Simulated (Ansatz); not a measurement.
Base system: AlN in the wurtzite structure (space group P6_3mc, No. 186; a = 3.130 Å, c = 5.018 Å).

Method: PBE (Ansatz, a program for electronic structure, PAW, scalar-relativistic without spin-orbit coupling).

Before the change:

```
Quantity                         Value
-----------------------------  -------
Lattice parameter a            3.130 Å
Band gap                       4.03 eV
Width of the top valence band  2.34 eV
```

One thing is altered: cell and atoms relaxed at a pressure of 30 GPa.

Problem. How does this affect the lattice parameter a, band gap and width of the top valence band?

Solution. The lattice parameter a drops by 0.1145 Å (3.130 Å → 3.016 Å); the band gap goes up by 1.022 eV, from 4.03 eV to 5.06 eV; the width of the top valence band grows by 0.27 eV, from 2.34 eV to 2.61 eV.

Load acts through the strain it causes; cell and atoms are relaxed under it. Stability against distortions was not tested. Measured, AlN leaves this structure (for rock salt) near 14 GPa (temperature not stated; as listed in Datta, Sujoy, Jana, Debnarayan, arXiv (2020)), on rising pressure, with hysteresis.
